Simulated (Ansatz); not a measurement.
**CdTe under load (space group R3m): band-edge transport data**

Here is the system:

```xyz
2
Lattice="-0.0559 3.2080 3.2080 3.2080 -0.0559 3.2080 3.2080 3.2080 -0.0559" Properties=species:S:1:pos:R:3 pbc="T T T"
Cd    -0.0116    -0.0116    -0.0116
Te     1.6017     1.6017     1.6017
```

Calculation: PBEsol with spin-orbit coupling, rigid bands (plane waves, PAW; Ansatz, an electronic-structure program). Condition of this run: uniaxial stress along [111] of 1 GPa (compression positive) (the target of the relaxation). Geometry: cell and atoms relaxed with PBEsol, then loaded as said.

The band gap is 0.35 eV and the hole conductivity mass (300 K, dilute) is 0.37 mₑ. The effective density of states N_v (300 K) is 5.4e18 cm⁻³ and the density-of-states mass, holes is 0.36 mₑ. The Seebeck coefficient, p-type 1e19 cm⁻³, 300 K comes out as 226 μV/K. The best p-type power factor at 300 K for τ = 10 fs (best axis; densities from 1e16 to 1e21 cm⁻³ tried, whether or not they can be reached) is 4.8 μW/(cm·K²) at 1e20 cm⁻³.

Rigid bands; masses and Seebeck coefficients take one relaxation time τ for all states and one kind of carrier; polarons and phonon drag are left out.
